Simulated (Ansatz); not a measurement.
Consider interstitial Na in amorphous Si20P2O45 (a melt-quenched model of 67 atoms), charge state +1. Method: PBE, PAW (plane waves to 420 eV; Ansatz, a first-principles code).

Cell of 67 host sites held at the glass model's own volume; the Γ point alone; Fermi-Dirac width 0.01 eV, spin-restricted; finite-size errors left in. No zero-point or tunnelling terms. This is one neighbourhood of one small, fast-quenched model, and the added charge may sit on a native defect of the glass. The charge state is imposed; whether it is stable for some Fermi level was not computed. Sites that were not tried may lie lower. The start lies 0.063 eV above the lowest site run (PBE).

Barriers: single points on a 2×2×2 k-point mesh shifted by half a step at the bands' geometries.

Relaxed starting cell (atoms counted from 1):

```yaml
crystal:
  lattice:
    - [9.88015, 0.00000, 0.00000]
    - [0.00000, 9.88015, 0.00000]
    - [0.00000, 0.00000, 9.88015]
  atoms:
    - { symbol: Si, position: [0.69053, 0.73209, 0.52550] }
    - { symbol: Si, position: [0.63745, 0.26515, 0.95106] }
    - { symbol: Si, position: [0.94647, 0.26464, 0.23729] }
    - { symbol: Si, position: [0.32801, 0.09531, 0.69597] }
    - { symbol: Si, position: [0.48058, 0.98101, 0.92159] }
    - { symbol: Si, position: [0.16833, 0.65150, 0.57513] }
    - { symbol: Si, position: [0.72966, 0.34801, 0.74604] }
    - { symbol: Si, position: [0.13371, 0.25638, 0.85259] }
    - { symbol: Si, position: [0.65806, 0.33921, 0.27117] }
    - { symbol: Si, position: [0.30408, 0.95648, 0.19471] }
    - { symbol: Si, position: [0.53159, 0.26266, 0.53720] }
    - { symbol: Si, position: [0.44742, 0.55282, 0.60776] }
    - { symbol: Si, position: [0.63591, 0.65172, 0.23951] }
    - { symbol: Si, position: [0.03813, 0.10745, 0.63551] }
    - { symbol: Si, position: [0.99381, 0.40344, 0.63213] }
    - { symbol: Si, position: [0.96703, 0.85843, 0.47463] }
    - { symbol: Si, position: [0.10624, 0.46743, 0.06386] }
    - { symbol: Si, position: [0.33136, 0.66878, 0.13323] }
    - { symbol: Si, position: [0.71558, 0.78664, 0.83377] }
    - { symbol: Si, position: [0.84771, 0.66720, 0.99709] }
    - { symbol: P, position: [0.28214, 0.62033, 0.85026] }
    - { symbol: P, position: [0.02641, 0.03745, 0.22532] }
    - { symbol: O, position: [0.43454, 0.39367, 0.57299] }
    - { symbol: O, position: [0.28635, 0.79360, 0.22720] }
    - { symbol: O, position: [0.59065, 0.38269, 0.83737] }
    - { symbol: O, position: [0.28788, 0.21490, 0.80589] }
    - { symbol: O, position: [0.19486, 0.06465, 0.60200] }
    - { symbol: O, position: [0.11151, 0.78621, 0.50301] }
    - { symbol: O, position: [0.86135, 0.81861, 0.91821] }
    - { symbol: O, position: [0.39422, 0.96766, 0.05811] }
    - { symbol: O, position: [0.33176, 0.05468, 0.31293] }
    - { symbol: O, position: [0.11770, 0.30245, 0.01034] }
    - { symbol: O, position: [0.06500, 0.16570, 0.31697] }
    - { symbol: O, position: [0.31410, 0.72123, 0.96693] }
    - { symbol: O, position: [0.84247, 0.45046, 0.68034] }
    - { symbol: O, position: [0.17976, 0.68128, 0.74431] }
    - { symbol: O, position: [0.62566, 0.75674, 0.37143] }
    - { symbol: O, position: [0.99279, 0.25232, 0.56164] }
    - { symbol: O, position: [0.67788, 0.26675, 0.61040] }
    - { symbol: O, position: [0.13815, 0.98620, 0.13302] }
    - { symbol: O, position: [0.49294, 0.64315, 0.15484] }
    - { symbol: O, position: [0.63308, 0.30899, 0.11026] }
    - { symbol: O, position: [0.72829, 0.62388, 0.88277] }
    - { symbol: O, position: [0.03498, 0.13034, 0.80051] }
    - { symbol: O, position: [0.54710, 0.26557, 0.37072] }
    - { symbol: O, position: [0.98710, 0.57775, 0.00682] }
    - { symbol: O, position: [0.38416, 0.96911, 0.78628] }
    - { symbol: O, position: [0.69315, 0.81748, 0.67054] }
    - { symbol: O, position: [0.91636, 0.11779, 0.14234] }
    - { symbol: O, position: [0.96819, 0.92150, 0.31505] }
    - { symbol: O, position: [0.44659, 0.13415, 0.58857] }
    - { symbol: O, position: [0.94210, 0.98650, 0.57529] }
    - { symbol: O, position: [0.65450, 0.49970, 0.30214] }
    - { symbol: O, position: [0.32367, 0.62561, 0.52476] }
    - { symbol: O, position: [0.01002, 0.40785, 0.19891] }
    - { symbol: O, position: [0.85285, 0.74101, 0.48633] }
    - { symbol: O, position: [0.22867, 0.54018, 0.16190] }
    - { symbol: O, position: [0.80627, 0.28289, 0.31729] }
    - { symbol: O, position: [0.78940, 0.25536, 0.87519] }
    - { symbol: O, position: [0.41503, 0.59045, 0.76996] }
    - { symbol: O, position: [0.23019, 0.49561, 0.92083] }
    - { symbol: O, position: [0.76881, 0.68218, 0.14461] }
    - { symbol: O, position: [0.60084, 0.59947, 0.57485] }
    - { symbol: O, position: [0.08545, 0.38669, 0.76410] }
    - { symbol: O, position: [0.55506, 0.12735, 0.92835] }
    - { symbol: O, position: [0.59287, 0.86208, 0.91200] }
    - { symbol: O, position: [0.06816, 0.52325, 0.54372] }
    - { symbol: Na, position: [0.29128, 0.26673, 0.33130] }
```
Cell charge +1.

End state 1 differs by these moves (Å; atoms that move under 0.15 Å are left out):

```csv
atom,element,Δx,Δy,Δz
3,Si,-0.11,-0.09,0.13
8,Si,0.04,0.15,0.01
12,Si,0.11,0.11,-0.09
17,Si,-0.29,-0.02,0.19
18,Si,-0.08,-0.08,-0.11
21,P,0.28,-0.11,-0.11
23,O,0.07,0.08,0.17
24,O,-0.14,-0.10,-0.12
31,O,0.00,-0.23,0.08
32,O,-0.10,0.17,-0.02
36,O,0.13,-0.18,-0.03
44,O,-0.01,0.16,0.00
45,O,-0.08,0.08,0.11
55,O,-0.22,-0.03,0.13
57,O,-0.16,-0.03,-0.16
58,O,-0.12,-0.14,0.11
60,O,0.28,0.41,-0.19
61,O,0.70,-0.25,-0.28
62,O,-0.11,0.03,-0.11
63,O,0.13,-0.02,-0.20
64,O,0.12,0.13,-0.05
68,Na,-0.08,-0.43,0.66
```

**Question.** Estimate the forward and backward barriers to end state 1 that PBE, PAW returns for this input.

**Answer.** forward 0.041 eV, backward 0.10 eV; at the saddle point atom 68 has neighbours O at 2.11, O at 2.35, O at 2.66, O at 2.71 Å. The saddle point's order was not checked.
